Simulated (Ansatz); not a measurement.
O on the 1x1 (110) surface of bcc V, one in a 2x2 cell, energies for each (25.4 Å²). Energies are against ½ O2(g), without zero-point or thermal terms; each row is named by its start.

Method: PBE (plane waves to 420 eV, PAW; Ansatz, a quantum-chemistry and plane-wave program).

Task: Which site binds most strongly?
(A) top V
(B) hollow V-V-V
(C) bridge V-V (span 3.0 Å)
(D) bridge V-V (span 2.6 Å)

Result: B, hollow V-V-V. Adsorption energies: hollow V-V-V -4.99 eV; bridge V-V (span 3.0 Å) -4.87 eV; bridge V-V (span 2.6 Å) -4.33 eV; top V -2.94 eV.
